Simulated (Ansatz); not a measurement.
Formation energy of CaF2 (fluorite, Fm-3m) from the elements: levels of theory

Subject: the formation energy of CaF2 (fluorite, Fm-3m) from the elements. Reaction: Ca (fcc) + F2 (gas) → CaF2 (fluorite). Negative: the products are lower in energy. The value is per atom of the solid.

CaF2 (fluorite, Fm-3m), 3 atoms in the cell. Conventional cell: a = b = c = 5.512 Å, α = β = γ = 90.00°.

Ansatz (an electronic-structure program) with PAW potentials; structures come from PBE relaxations, nuclei static, no net charge. Ansatz runs with its PAW set soft_1. Other levels take these structures. HSE06 runs on coarser k-point meshes, mended by the PBE difference between the two meshes. Some cells are metallic or hold partly filled levels, where a hybrid on a coarse mesh is less sure. The lattices are those relaxed with PBE, so at other levels the solids can be strained, which adds to the spread. A dispersion term (D3(BJ), or D4 for r2SCAN) was computed beside these levels and is taken off wherever the name lacks it. Space groups of crystals are read within 0.01 Å.

```
Level         value (eV/atom)
------------  ---------------
PBE                     -3.92
PBE+D3(BJ)                  …
LDA                     -4.19
PBEsol                  -3.95
RPBE                        …
HSE06+D3(BJ)            -4.16
```

Problem. Complete the blanks.

Solution. 
- PBE+D3(BJ), value (eV/atom): -3.99
- RPBE, value (eV/atom): -3.78

The levels shown span 0.41 eV/atom, from LDA (-4.19) to RPBE (-3.78).

Rough cost of one single point on CaF2 (fluorite), against PBEsol's on the same shared machine and with each level's own mesh and cutoff: HSE06 about 10 times (HSE06 on a 6×6×6 mesh, the others on 10×10×10).
